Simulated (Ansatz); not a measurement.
The reference is Re in the hcp (Mg type) structure (space group P6_3/mmc, No. 194; a = 2.776 Å, c = 4.481 Å; relaxed with 0.1 eV smearing).

Computed with PBE in Ansatz (plane waves to 420 eV, PAW, scalar-relativistic without spin-orbit coupling).

Before the change:

* **Pressure**: 0.0 GPa
* **Band gap**: zero

Now apply this change: the cell is scaled by 0.9700 in all directions; the atoms relax in the strained cell.

Question: What happens to the energy relative to the base?

Answer: The energy grows by 153 meV/atom.

Question: What happens to the pressure?

Answer: The pressure (mean of the normal stresses, compression positive) goes from zero to 40.7 GPa.

Question: What does the calculation give for the band gap after the change?

Answer: The band gap stays zero.

Whether these cells are dynamically stable was not tested. All final runs are without spin polarisation.

Ansatz is a quantum-chemistry and plane-wave program.
